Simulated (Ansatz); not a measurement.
Structure of amorphous Si20Al4O46 (periodic cell):

```yaml
crystal:
  lattice:
    - [9.73471, -0.32791, -0.11208]
    - [-0.32791, 10.66608, 0.20656]
    - [-0.11208, 0.20656, 10.24356]
  atoms:
    - { symbol: Si, position: [0.46919, 0.02746, 0.72152] }
    - { symbol: Si, position: [0.09511, 0.27209, 0.66749] }
    - { symbol: Si, position: [0.43618, 0.90002, 0.44732] }
    - { symbol: Si, position: [0.09999, 0.43078, 0.32112] }
    - { symbol: Si, position: [0.06242, 0.76564, 0.07126] }
    - { symbol: Si, position: [0.82717, 0.66066, 0.70977] }
    - { symbol: Si, position: [0.31647, 0.43828, 0.52517] }
    - { symbol: Si, position: [0.14731, 0.88100, 0.31901] }
    - { symbol: Si, position: [0.91274, 0.21106, 0.46770] }
    - { symbol: Si, position: [0.27601, 0.18047, 0.87278] }
    - { symbol: Si, position: [0.56844, 0.54809, 0.05035] }
    - { symbol: Si, position: [0.72130, 0.91512, 0.82080] }
    - { symbol: Si, position: [0.86800, 0.95046, 0.36891] }
    - { symbol: Si, position: [0.38244, 0.45686, 0.81095] }
    - { symbol: Si, position: [0.80470, 0.03522, 0.09152] }
    - { symbol: Si, position: [0.39157, 0.37975, 0.25856] }
    - { symbol: Si, position: [0.68225, 0.75166, 0.45353] }
    - { symbol: Si, position: [0.73218, 0.17386, 0.69700] }
    - { symbol: Si, position: [0.87148, 0.40785, 0.79753] }
    - { symbol: Si, position: [0.10619, 0.04632, 0.08421] }
    - { symbol: Al, position: [0.54383, 0.11870, 0.23326] }
    - { symbol: Al, position: [0.89203, 0.52156, 0.08364] }
    - { symbol: Al, position: [0.74379, 0.75294, 0.15460] }
    - { symbol: Al, position: [0.09323, 0.58547, 0.85096] }
    - { symbol: O, position: [0.13951, 0.67940, 0.97958] }
    - { symbol: O, position: [0.42451, 0.97692, 0.57968] }
    - { symbol: O, position: [0.45631, 0.24793, 0.23093] }
    - { symbol: O, position: [0.00783, 0.50189, 0.21253] }
    - { symbol: O, position: [0.06881, 0.91203, 0.01423] }
    - { symbol: O, position: [0.42665, 0.41184, 0.41300] }
    - { symbol: O, position: [0.00899, 0.88492, 0.40645] }
    - { symbol: O, position: [0.77172, 0.77900, 0.78873] }
    - { symbol: O, position: [0.98267, 0.33230, 0.39172] }
    - { symbol: O, position: [0.89880, 0.70038, 0.08235] }
    - { symbol: O, position: [0.71873, 0.70060, 0.31465] }
    - { symbol: O, position: [0.75913, 0.66887, 0.56405] }
    - { symbol: O, position: [0.12721, 0.76704, 0.21908] }
    - { symbol: O, position: [0.95510, 0.11137, 0.07883] }
    - { symbol: O, position: [0.12598, 0.20590, 0.80841] }
    - { symbol: O, position: [0.15804, 0.01586, 0.23484] }
    - { symbol: O, position: [0.87801, 0.10234, 0.36158] }
    - { symbol: O, position: [0.71619, 0.48347, 0.07707] }
    - { symbol: O, position: [0.22174, 0.36249, 0.24558] }
    - { symbol: O, position: [0.51853, 0.77143, 0.47390] }
    - { symbol: O, position: [0.27776, 0.85642, 0.41099] }
    - { symbol: O, position: [0.95758, 0.46649, 0.92885] }
    - { symbol: O, position: [0.79197, 0.03533, 0.73486] }
    - { symbol: O, position: [0.99264, 0.38666, 0.69085] }
    - { symbol: O, position: [0.18748, 0.50600, 0.44171] }
    - { symbol: O, position: [0.45521, 0.48928, 0.15800] }
    - { symbol: O, position: [0.78583, 0.27157, 0.81110] }
    - { symbol: O, position: [0.38069, 0.30470, 0.85864] }
    - { symbol: O, position: [0.56593, 0.15744, 0.70082] }
    - { symbol: O, position: [0.22983, 0.49912, 0.82734] }
    - { symbol: O, position: [0.60084, 0.69967, 0.06430] }
    - { symbol: O, position: [0.23362, 0.13244, 0.02185] }
    - { symbol: O, position: [0.77136, 0.22848, 0.54860] }
    - { symbol: O, position: [0.40875, 0.49023, 0.65131] }
    - { symbol: O, position: [0.01853, 0.16150, 0.58060] }
    - { symbol: O, position: [0.76776, 0.51716, 0.75761] }
    - { symbol: O, position: [0.68011, 0.11670, 0.12974] }
    - { symbol: O, position: [0.50345, 0.98869, 0.32909] }
    - { symbol: O, position: [0.55485, 0.92076, 0.80205] }
    - { symbol: O, position: [0.99239, 0.66074, 0.73065] }
    - { symbol: O, position: [0.81956, 0.91782, 0.21029] }
    - { symbol: O, position: [0.74966, 0.89863, 0.46626] }
    - { symbol: O, position: [0.50202, 0.52434, 0.90273] }
    - { symbol: O, position: [0.23550, 0.31127, 0.59036] }
    - { symbol: O, position: [0.33885, 0.06062, 0.80601] }
    - { symbol: O, position: [0.76174, 0.93877, 0.97587] }
```

Methods: PBE, scalar-relativistic without spin-orbit coupling (Ansatz, a first-principles code); r2SCAN, scalar-relativistic without spin-orbit coupling (Ansatz); HSE06, scalar-relativistic without spin-orbit coupling (Ansatz). Neutral PBE cell, which sets geometry, pressure and energy: sampling: a 2×2×2 Γ-centred mesh; Fermi-Dirac width 0.02 eV; no spin polarisation. Exact exchange is cut at the faces of this 10 Å cell, which leaves hybrid gaps a finite-size error.

It comes from a melt-quench run on a machine-learned potential (CHGNet), relaxed afterwards by DFT. O atoms were pushed apart under 1.9 Å during the dynamics, to hinder bonds among them. The hot cell started wider than the set density and was brought back towards it in steps. It is the lowest in DFT energy of 2 quenches. It is a model cell: composition and starting density were chosen by hand, and all elements were melted together. No dispersion term was used. Its density started from a set value of 2.38 and ended at 2.20 g/cm³. The quench (nominally 390 K/ps over its main leg) was far faster than any real one, so the model tends to hold more defects than a real film. A cell of this size samples the disorder only roughly. Volume and shape were free in the relaxation.

### Question
Give the pressure, the energy against reference phases and the spacing of the highest filled and lowest empty levels.

### Answer

```json
{
  "Pressure on a 2×2×2 Γ-centred mesh": "0.00 GPa",
  "Largest force and stress component on that mesh (the relaxation ran on the zone centre alone)": "0.03 eV/Å and 0.0 GPa",
  "Energy relative to alpha cristobalite + corundum (lowest mix at this level among the phases computed, not always the ambient ones)": "0.113 eV/atom",
  "Level gap on a 2×2×2 Γ-centred mesh (PBE)": "4.54 eV",
  "Level gap at the zone centre (PBE)": "4.54 eV",
  "Level gap at the zone centre (r2SCAN)": "5.19 eV",
  "Level gap at the zone centre (HSE06)": "6.30 eV",
  "Distance between the nearest levels spread over more than a fifth of the atoms or a third of the atoms of their main element (six at least) (PBE, zone centre)": "5.01 eV"
}
```

### Question
At PBE and the zone centre, how localised are the states just below and above the Fermi level (participation number: the atoms over which a state spreads)?

### Answer
The highest filled state is spread over 7.7 atoms' worth, largest on O55, with weights by element (charge in smoothed Voronoi cells) O 0.96, Si 0.03, Al 0.01. The lowest empty state is spread over 29.7 atoms' worth, largest on Al21, with weights by element (charge in smoothed Voronoi cells) O 0.66, Si 0.17, Al 0.17.

At PBE the levels at the filled edge of the gap are localised (band-tail or defect states), and the nearest spread-out levels lie 5.0 eV apart at the zone centre.

Neighbours within Si-Si 2.60 Å, Si-Al 2.55 Å, Si-O 1.92 Å, Al-Al 2.66 Å, Al-O 2.24 Å, O-O 1.58 Å count as bonded. Two cations that share two anions don't count as bonded, nor two that share one unless they lie closer than Si-Si 2.38 Å, Si-Al 2.48 Å, Al-Al 2.59 Å.
